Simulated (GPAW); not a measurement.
Input and output of a self-consistent single point for Pd (Fm-3m, 1 atom in the cell) (GPAW).

Method of the run: PBEsol, GPAW PAW datasets PBEsol (made by gpaw-setup) (plane waves; GPAW).

```
CELL_PARAMETERS angstrom
      0.00000     1.92983     1.92983
      1.92983     0.00000     1.92983
      1.92983     1.92983     0.00000
ATOMIC_POSITIONS crystal
  Pd 0.00000 0.00000 0.00000
```

Reference input (self-consistent single point, DFT PBE, plane waves, GPAW PAW datasets PBE (gpaw-data 1.0.1)): mode = pw; ecut = 600 eV; xc = PBE; kpts = 15 15 15; mesh shift (steps) = 0 0 0; occupations.name = methfessel-paxton; occupations.width = 0.136 eV; occupations.order = 0; nbands = -5; convergence.forces = 0.001 eV/Å; symmetry.symmorphic = false; symmetry.tolerance = 0.0005. This run's input differs from it in these lines:

```diff
@@ -12,3 +12,3 @@
 calc = GPAW(mode={'name': 'pw', 'ecut': 600},
-            xc='PBE',
+            xc='PBEsol',
             kpts=(15, 15, 15),
```

Its files differ too (potentials: GPAW PAW datasets PBEsol (made by gpaw-setup)).

Output (repeated stretches shortened):

```
     iter     time        total  log10-change:
                         energy   eigst   dens  force
iter:   1 --:--:--    -5.678191
iter:   2 --:--:--    -5.439601   -1.85  -1.22
iter:   3 --:--:--    -4.714679   -0.82  -1.27
iter:   4 --:--:--    -4.728838   -2.65  -1.87
iter:   5 --:--:--    -4.659673   -3.03  -1.83
iter:   6 --:--:--    -4.600094   -2.61  -2.01
iter:   7 --:--:--    -4.598200   -3.46  -2.62
iter:   8 --:--:--    -4.598452c  -4.39  -2.99
iter:   9 --:--:--    -4.598218c  -4.54  -3.02
iter:  10 --:--:--    -4.598214c  -5.81  -3.90
iter:  11 --:--:--    -4.598214c  -6.48  -4.05c
iter:  12 --:--:--    -4.598210c  -6.28  -3.98
iter:  13 --:--:--    -4.598210c  -7.50c -4.75c
iter:  14 --:--:--    -4.598210c  -8.31c -4.91c -23.23c
Converged after 14 iterations.

Dipole moment: (-0.000000, -0.000000, -0.000000) |e|*Ang

Energy contributions relative to reference atoms: (reference = -137160.600186)

Kinetic:         -3.459260
Potential:       -1.066245
External:        +0.000000
XC:              +0.085462
Entropy (-ST):   -0.018870
Local:           -0.148731
SIC:             +0.000000
--------------------------
Free energy:     -4.607645
Extrapolated:    -4.598210

Showing only first 2 kpts
 Kpt  Band  Eigenvalues  Occupancy
  0     6      6.80519    2.00000
  0     7      8.50380    2.00000
  0     8      8.50380    2.00000
  0     9     27.20841    0.00000

  1     6      6.90723    2.00000
  1     7      8.37487    2.00000
  1     8      8.55292    2.00000
  1     9     27.45299    0.00000

Fermi level: 9.78079

No gap
No difference between direct/indirect transitions
Energy (eV): -4.59821

Forces in eV/Ang:
  0 Pd    0.00000    0.00000   -0.00000

Stress tensor:
    -0.018560     0.000000     0.000000
     0.000000    -0.018560     0.000000
     0.000000     0.000000    -0.018560
Stress (GPa, Voigt): [-2.9737 -2.9737 -2.9737  0.      0.      0.    ]
```

The run converged in 14 iterations. GPAW prints stress with tension positive. Against the reference run the pressure goes from 12.70 to 2.97 GPa.

The starting cell has typed, rounded lattice constants, without a prior relaxation at this level. Its lattice was rescaled by a random factor within 2.5 % of one. Spin polarisation is off.
